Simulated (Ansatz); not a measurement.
# Effect of S → Pb on CdS

Start from CdS in the zinc blende structure (space group F-43m, No. 216; a = 5.8778 Å).

Perturbation: full substitution S → Pb, then cell and atoms are relaxed.

Level of theory: r2SCAN (Ansatz, an electronic-structure program), spin-orbit coupling left out. k-mesh 12×12×12 (Γ-centred); smearing 0.05 eV (Fermi–Dirac), for the changed cell.

```
quantity                           base   changed       shift
-----------------------------  --------  --------  ----------
volume per atom                25.38 Å³  37.15 Å³  +11.762 Å³
lattice parameter a             5.878 Å   6.673 Å    +0.795 Å
shortest interatomic distance   2.545 Å   2.890 Å   +0.3444 Å
band gap                        1.54 eV      zero           –
```

Stability against distortions was not tested. As relaxed here, CdPb is a hypothetical phase, not in the database extracts checked.
